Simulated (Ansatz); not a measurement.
What isotropic strain +1.00 % does to PbTe

Take PbTe in the rock salt structure (space group Fm-3m, No. 225; a = 6.442 Å) as the base.

Perturbation: an isotropic linear strain of +1.00 %, atoms relaxed at fixed cell.

All numbers come from plane-wave PAW DFT at the PBEsol level (Ansatz, a first-principles code, 420 eV), no spin-orbit coupling. Settings: 9×9×9 k-points, 0.05 eV Fermi–Dirac smearing.

Volume per atom: 34.43 Å³ (base 33.42 Å³)
Space group: Fm-3m (No. 225) (base Fm-3m (No. 225))
Shortest interatomic distance: 3.253 Å (base 3.221 Å)
Energy relative to the base (free energy F): +4.0 meV/atom
Pressure: -12.4 kbar (base 0.1 kbar)
Band gap: 0.71 eV (base 0.65 eV)
Gap character: direct at L (base direct at L)
Mean gap deformation potential ΔEg/Δln V: +2.1 eV
Width of the top valence band: 2.68 eV (base 2.86 eV)
Electron mass: 0.28 mₑ along k, 0.099 mₑ across (at L) (base 0.26 mₑ along k, 0.098 mₑ across (at L))
Hole mass: 0.42 mₑ along k, 0.081 mₑ across (at L) (base 0.38 mₑ along k, 0.073 mₑ across (at L))
Valley order (the lowest conduction-band minima on the path, energy above the VBM, named in the base's zone): L along ⟨111⟩ 0.71 eV; a point along ⟨110⟩, about 0.6 Å⁻¹ from Γ 1.28 eV; a point along ⟨100⟩, about 0.3 Å⁻¹ from Γ 1.74 eV (base L along ⟨111⟩ 0.65 eV; a point along ⟨110⟩, about 0.6 Å⁻¹ from Γ 1.25 eV; a point along ⟨100⟩, about 0.3 Å⁻¹ from Γ 1.70 eV)

With Pb and Te present, leaving out spin-orbit coupling can change the band edges. Masses are band curvatures over ±0.01 Å⁻¹ around the edge. Along k means along the line from Γ to the band edge. Stability against distortions was not tested.
